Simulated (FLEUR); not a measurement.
Input and output of a self-consistent single point for YZn5 (P6/mmm, 6 atoms in the cell) (FLEUR).

Level of theory: LDA (Perdew-Zunger), all-electron FLAPW (FLEUR), scalar-relativistic valence in FLEUR.

The change in words: lattice scaled by 0.98. Reference geometry:
```yaml
crystal:
  lattice:
    - [5.33374, 0.00000, 0.00000]
    - [-2.66687, 4.61915, 0.00000]
    - [0.00000, 0.00000, 4.24268]
  atoms:
    - { symbol: Y, position: [0.00000, 0.00000, 0.00000] }
    - { symbol: Zn, position: [0.00000, 0.50000, 0.50000] }
    - { symbol: Zn, position: [0.50000, 0.00000, 0.50000] }
    - { symbol: Zn, position: [0.50000, 0.50000, 0.50000] }
    - { symbol: Zn, position: [0.33333, 0.66667, 0.00000] }
    - { symbol: Zn, position: [0.66667, 0.33333, 0.00000] }
```

Reference input (self-consistent single point, DFT, LDA (Perdew-Zunger), all-electron FLAPW (FLEUR), scalar-relativistic valence): Kmax = 4.3 1/bohr; GmaxXC = 17.2 1/bohr; xcFunctional = pz; jspins = 1; l_soc = F; mode = hist; fermiSmearingEnergy = 0.00499791 Htr; mesh (inpgen div1-3) = 6 6 6; inpgen gamma flag = true; Gmax = 17.2 1/bohr; numbands = 0; maxIterBroyd = 40. This run's input differs from it in these lines:

```diff
@@ -3,5 +3,5 @@
 &input film=f /
-5.3337366506 -0.0000001510 0.0000000000
--2.6668681946 4.6191515120 0.0000000000
-0.0000000000 0.0000000000 4.2426790000
+5.2270618007 0.0000000642 0.0000000000
+-2.6135309559 4.5267682745 0.0000000000
+0.0000000000 0.0000000000 4.1578250000
 1.8897261246
@@ -48,5 +48,5 @@
          <bravaisMatrix>
-            <row-1>   10.0793014903753217    -0.0000002853486448     0.0000000000000000</row-1>
-            <row-2>   -5.0396504982004569     8.7289312857119903     0.0000000000000000</row-2>
-            <row-3>    0.0000000000000000     0.0000000000000000     8.0175013445918033</row-3>
+            <row-1>    9.8777152396815069     0.0000001213204172     0.0000000000000000</row-1>
+            <row-2>   -4.9388577248150405     8.5543522683331137     0.0000000000000000</row-2>
+            <row-3>    0.0000000000000000     0.0000000000000000     7.8571505240149939</row-3>
          </bravaisMatrix>
```

The program printed (abridged):

```
 Iteration:     1   Distance:      11.61148318 me/bohr^3
 Iteration:     2   Distance:       9.31224044 me/bohr^3
 Iteration:     3   Distance:       4.08066246 me/bohr^3
 Iteration:     4   Distance:       3.62201244 me/bohr^3
 Iteration:     5   Distance:       1.00368141 me/bohr^3
   [... 8 lines left out ...]
 Iteration:    14   Distance:       0.00028143 me/bohr^3
 Iteration:    15   Distance:       0.00021641 me/bohr^3
 Iteration:    16   Distance:       0.00001986 me/bohr^3
 Iteration:    17   Distance:       0.00000527 me/bohr^3
 Run finished successfully
 Stop message:
   Structural relaxation: Done

[file out, last iteration]
             iter=     18
[...]
          total density-effective poten   -1.9736784637E+04
          total charge density-energy d   -4.5067432550E+02
 Updated energy parameters for spin:           1
[...]
 fermi energy and band-weighting factors:

[...]
FERMIE:
          first approx. to ef    (T=0)  :   0.308520 htr   (energy of the highest occ. eigenvalue)
          number of occ. states  (T=0)  :        995
          first approx. to seigv (T=0)  :  -1.819841 htr
          sum of weights of occ. states :  35.523148
          sum of semicore charge        :   0.000000 e
FERHIS:  Fermi-Energy by histogram:
          bandgap                     :   0.000594 htr
   [... lines left out ...]
          charge neutrality (T=0)     :   0.046296    (zero if the highest occ. eigenvalue is "entirely" occupied)
     EF_NEWTON:  Adjust Fermi-Energy by Newton-Method.
 Direct bandgap for spin            1 :    1.6654076728191969E-003  Htr
 ---->    free energy=                    -12349.2526043454 htr
   [... lines left out ...]
 TOTAL FORCE FOR ATOM TYPE=  1  X=  0.000   Y=  0.000   Z=  0.000
                       FX_TOT= 0.000000 FY_TOT= 0.000000 FZ_TOT= 0.000000
 TOTAL FORCE FOR ATOM TYPE=  2  X= -2.469   Y=  4.277   Z=  3.929
                       FX_TOT= 0.000000 FY_TOT= 0.000000 FZ_TOT= 0.000000
 TOTAL FORCE FOR ATOM TYPE=  3  X=  4.939   Y= -2.851   Z=  0.000
                       FX_TOT= 0.000000 FY_TOT= 0.000000 FZ_TOT= 0.000000
 Structural relaxation: Done
```

The run converged in 17 iterations. FLEUR gives forces in its relaxation mode, with a further iteration, so its stop message speaks of a relaxation. Against the reference run the free energy falls by 43.8 meV/atom.

The starting cell comes from a database of computed structures (which also holds hypothetical and non-ambient phases and stackings), without a prior relaxation at this level. Its lattice was rescaled by a random factor within 2.5 % of one. For this run, on top of that: lattice scaled by 0.98. Values depend on the basis (sphere radii, cutoffs, local orbitals), which need not be converged. The log's line on a gap gives a spacing of levels on this mesh, which the program prints for metals too.

Cost on one core of a shared machine: roughly 7 min.
